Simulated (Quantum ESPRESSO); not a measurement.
Worked example: self-consistent single point of YMg5 (Cm, 6 atoms in the cell) in Quantum ESPRESSO.

Computed with vdW-DF-cx, SSSP 1.1.2 efficiency (PBE) pseudopotentials (plane waves; Quantum ESPRESSO).

```
YMg5
1.0
    6.26068    -1.62157     0.00000
    6.26068     1.62157     0.00000
   -1.88251     0.00000     7.35866
Y Mg
1 5
Direct
  0.38744   0.38744   0.27335
  0.00411   0.00411   0.99788
  0.66427   0.66427   0.33482
  0.05901   0.05901   0.61713
  0.33343   0.33343   0.66996
  0.71840   0.71840   0.94018
```

Reference input (self-consistent single point, DFT, PBEsol, plane waves, SSSP 1.1.2 efficiency (PBE) pseudopotentials): ecutwfc = 40 Ry; ecutrho = 320 Ry; occupations = smearing; smearing = methfessel-paxton; degauss = 0.0036749 Ry; input_dft = pbesol; potentials = {Y: Y_pbe_v1.uspp.F.UPF, Mg: Mg.pbe-n-kjpaw_psl.0.3.0.UPF}; K_POINTS = automatic 6 6 3 0 0 0; conv_thr = 1e-11 Ry. This run's input differs from it in these lines:

```diff
@@ -17,3 +17,3 @@
  degauss = 0.0036749
- input_dft = 'pbesol'
+ input_dft = 'vdw-df-cx'
 /
```

Log, with long lists cut:

```
     Self-consistent Calculation

     iteration #  1     ecut=    40.00 Ry     beta= 0.70

     negative rho (up, down):  4.163E-02 0.000E+00

     total energy              =    -253.40904555 Ry
     estimated scf accuracy    <       0.53558914 Ry

     iteration #  2     ecut=    40.00 Ry     beta= 0.70

     negative rho (up, down):  4.184E-02 0.000E+00

     total energy              =    -253.40319735 Ry
     estimated scf accuracy    <       4.16936930 Ry

     iteration #  3     ecut=    40.00 Ry     beta= 0.70

     negative rho (up, down):  4.233E-02 0.000E+00

     total energy              =    -253.76471756 Ry
     estimated scf accuracy    <       0.23485707 Ry

   [... 13 blocks of this kind left out ...]

     iteration # 17     ecut=    40.00 Ry     beta= 0.70

     negative rho (up, down):  4.336E-02 0.000E+00

     total energy              =    -253.78525950 Ry
     estimated scf accuracy    <          1.3E-11 Ry

     iteration # 18     ecut=    40.00 Ry     beta= 0.70

     negative rho (up, down):  4.336E-02 0.000E+00
     End of self-consistent calculation

     the Fermi energy is     4.7375 ev

!    total energy              =    -253.78525950 Ry
     estimated scf accuracy    <          5.9E-13 Ry
     smearing contrib. (-TS)   =      -0.00004088 Ry
     internal energy E=F+TS    =    -253.78521862 Ry

     convergence has been achieved in  18 iterations

     negative rho (up, down):  4.336E-02 0.000E+00

     Forces acting on atoms (cartesian axes, Ry/au):

     atom    1 type  1   force =    -0.00006464    0.00000000   -0.00074922
     atom    2 type  2   force =     0.00263387    0.00000000   -0.00175806
     atom    3 type  2   force =    -0.00113084    0.00000000    0.00037211
     atom    4 type  2   force =    -0.00034813    0.00000000   -0.00035665
     atom    5 type  2   force =     0.00001498    0.00000000    0.00316677
   [... lines left out ...]
     Total force =     0.004895     Total SCF correction =     0.000001
   [... lines left out ...]

     negative rho (up, down):  4.336E-02 0.000E+00
          total   stress  (Ry/bohr**3)                   (kbar)     P=       -2.50
  -0.00001976   0.00000000  -0.00000222           -2.91        0.00       -0.33
   0.00000000  -0.00000021   0.00000000            0.00       -0.03        0.00
  -0.00000222   0.00000000  -0.00003110           -0.33        0.00       -4.58

   JOB DONE.
```

The run converged in 18 iterations. Against the reference run the pressure goes from -0.99 to -0.25 GPa and the largest force hardly changes (0.084 to 0.081 eV/Å).

The starting cell comes from a database of computed structures (which also holds hypothetical and non-ambient phases and stackings), without a prior relaxation at this level.

Cost on one core of a shared machine: roughly 4 min.
